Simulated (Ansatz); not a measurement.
Here is the system:

```yaml
crystal:
  lattice:
    - [4.36746, -5.33315, 0.00000]
    - [4.36746, 5.33315, 0.00000]
    - [-4.36746, 0.00000, 6.68897]
  atoms:
    - { symbol: Hg, position: [0.12578, 0.62537, 0.25072] }
    - { symbol: Fe, position: [0.38126, 0.88063, 0.76131] }
    - { symbol: Fe, position: [0.62596, 0.12537, 0.25073] }
    - { symbol: Fe, position: [0.87066, 0.37003, 0.74013] }
    - { symbol: Fe, position: [0.99884, 0.99820, 0.99642] }
    - { symbol: Fe, position: [0.25315, 0.25252, 0.50504] }
    - { symbol: Fe, position: [0.49803, 0.49741, 0.99476] }
    - { symbol: Fe, position: [0.75400, 0.75338, 0.50671] }
    - { symbol: S, position: [0.02550, 0.94186, 0.25074] }
    - { symbol: S, position: [0.28823, 0.16442, 0.75079] }
    - { symbol: S, position: [0.54360, 0.41668, 0.25073] }
    - { symbol: S, position: [0.78817, 0.66435, 0.75067] }
    - { symbol: S, position: [0.75712, 0.38682, 0.96629] }
    - { symbol: S, position: [0.04156, 0.67126, 0.53516] }
    - { symbol: S, position: [0.29181, 0.91385, 0.00035] }
    - { symbol: S, position: [0.54217, 0.16422, 0.50110] }
    - { symbol: S, position: [0.21041, 0.57941, 0.96640] }
    - { symbol: S, position: [0.49473, 0.86371, 0.53504] }
    - { symbol: S, position: [0.70970, 0.08642, 0.00031] }
    - { symbol: S, position: [0.96012, 0.33684, 0.50114] }
    - { symbol: S, position: [0.22651, 0.30900, 0.25073] }
    - { symbol: S, position: [0.46383, 0.58638, 0.75077] }
    - { symbol: S, position: [0.70839, 0.83410, 0.25074] }
    - { symbol: S, position: [0.96378, 0.08634, 0.75069] }
```

Spin-polarised, with starting moments of sign Hg+ Fe0 Fe0 Fe0 Fe0 Fe0 Fe0 Fe0 S+ S0 S0 S0 S+ S+ S0 S0 S+ S+ S0 S0 S+ S0 S0 S0.

Method: Ansatz (a first-principles code), PBEsol, PAW, cutoff 420 eV, scalar-relativistic without spin-orbit coupling, earlier PAW set. Settings: 4×4×4 k-points, 0.01 eV Fermi–Dirac smearing.

### Question
What is the computed gap of the supercell?

### Answer
0.09 eV.

### Question
Estimate the pressure.

### Answer
12.3 GPa.

### Question
Predict the total moment of the cell.

### Answer
0.0 μB.

The magnetic state is the one reached from the starting moments; the real material's order can differ, and small cells can't hold many antiferromagnetic ones. The cell is small, so the values are those of an ordered compound at a high defect concentration; dilute-limit values will differ. Spin-orbit coupling, missing from the scalar runs, can matter with Hg. Starting moments died away, wholly or in part, for Hg on a Fe site; another magnetic solution may exist. The cell was made from FeS2 (space group Pnnm, No. 58; non-magnetic) by this change: Hg on a Fe site. The defect cell is spin-polarised and ends with 0.0 μB.
